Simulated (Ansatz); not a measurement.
Start from CdS in the zinc blende structure (space group F-43m, No. 216; a = 5.927 Å).

(Cell as relaxed with PBE.)

Levels (all Ansatz, a quantum-chemistry and plane-wave program, PAW, earlier PAW set): PBE (420 eV, no SOC); r2SCAN (500 eV, without spin-orbit coupling).

Each level relaxes its own structure.

```json
[
 {"base": "volume per atom", "PBE": "26.03 Å³", "r2SCAN": "25.40 Å³"},
 {"base": "lattice parameter a", "PBE": "5.927 Å", "r2SCAN": "5.879 Å"},
 {"base": "band gap", "PBE": "1.04 eV", "r2SCAN": "1.54 eV"}
]
```

One thing is altered: cell and atoms relaxed at a pressure of 15 GPa.

| quantity | PBE | r2SCAN |
|---|---|---|
| lattice parameter a | 5.574 Å | 5.556 Å |
| band gap | 1.42 eV | 1.90 eV |
| shift of the gap caused by the change | +0.38 eV | +0.36 eV |

PBE's lattice parameter a lies 0.018 Å above r2SCAN's (0.3 %); PBE's band gap lies 0.48 eV below r2SCAN's. Neither level is exact; r2SCAN is the comparison here, not a measurement.

Load acts through the strain it causes; cell and atoms are relaxed under it. Stability against distortions was not tested. Tetrahedral semiconductors of this kind turn to denser phases somewhere between about 1 and 50 GPa; those were not computed, so compressed cells here can lie past the real transition.
